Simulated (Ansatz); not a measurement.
# CoSi2 with two functionals, isotropic strain −0.44 %

Consider CoSi₂ (space group Fm-3m, No. 225; a = 5.361 Å; not spin-polarised; relaxed with 0.1 eV smearing).

(Cell as relaxed with PBE.)

Levels (all Ansatz, a quantum-chemistry and plane-wave program, PAW, earlier PAW set): PBE (420 eV, no spin-orbit coupling); r2SCAN (500 eV, no spin-orbit coupling).

Each level relaxes its own structure.

| base | PBE | r2SCAN |
|---|---|---|
| volume per atom | 12.84 Å³ | 12.51 Å³ |
| lattice parameter a | 5.361 Å | 5.315 Å |
| band gap | zero | zero |

Perturbation: every lattice vector is shortened by 0.44 %, atoms relaxed at fixed cell.

```tsv
quantity	PBE	r2SCAN
pressure	2.4 GPa	[?]
energy relative to the base (free energy F)	+1.3 meV/atom	[?]
```

Q: Given the PBE results, estimate those of r2SCAN.

A: 
- pressure, r2SCAN: 2.7 GPa
- energy relative to the base (free energy F), r2SCAN: +1.4 meV/atom

PBE's pressure lies 0.25 GPa below r2SCAN's. Neither level is exact; r2SCAN is the comparison here, not a measurement.

Stability against distortions was not tested. Seeded moments were not kept for the base. All final runs are without spin polarisation. An odd electron count without spin: CoSi2.
